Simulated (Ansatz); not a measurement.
Start from BiB in the zinc blende structure (space group F-43m, No. 216; a = 5.456 Å; a hypothetical phase, not in the database extracts checked).

The change: cell and atoms relaxed at a pressure of 50 GPa.

Levels (all Ansatz, an electronic-structure program, PAW): PBEsol (420 eV, spin-orbit coupling left out); r2SCAN (500 eV, no spin-orbit coupling); HSE06 (420 eV, no spin-orbit coupling).

At the geometry relaxed with PBEsol, these levels gave the following band gaps, in shuffled order: (a) 0.65 eV, (b) 0.43 eV, (c) 0.97 eV.

Problem. Match each gap to its level.

Solution. (a) r2SCAN; (b) PBEsol; (c) HSE06.

Single points use the geometry relaxed with PBEsol. HSE06 gaps are upper bounds (no full band path). Spin-orbit coupling, missing from the scalar runs, can matter with Bi. Load acts through the strain it causes; cell and atoms are relaxed under it. Stability against distortions was not tested. No other phases were tried under pressure.
